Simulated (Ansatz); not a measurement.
LiF: pressure series

Base system: LiF in the rock salt structure (space group Fm-3m, No. 225).

```
LiF
1.0
    0.00000     2.03401     2.03401
    2.03401     0.00000     2.03401
    2.03401     2.03401     0.00000
Li F
1 1
Direct
  0.00000   0.00000   0.00000
  0.50000   0.50000   0.50000
```

Cell and atoms are relaxed at each pressure.

Method: PBE (Ansatz, an electronic-structure program), scalar-relativistic without spin-orbit coupling.

Candidates:
(a) pressure 0.7 GPa
(b) pressure 0.3 GPa
(c) pressure −2 GPa
(d) pressure −1 GPa
(e) pressure 5 GPa

For the base:

| Quantity | Value |
|---|---|
| Band gap | 8.83 eV |

### Question
Order them by band gap, highest first.

### Answer
(e) pressure 5 GPa (9.41 eV), (a) pressure 0.7 GPa (8.92 eV), (b) pressure 0.3 GPa (8.87 eV), (d) pressure −1 GPa (8.70 eV), (c) pressure −2 GPa (8.56 eV)

Load acts through the strain it causes; cell and atoms are relaxed under it. Stability against distortions was not tested. No other phases were tried under pressure.
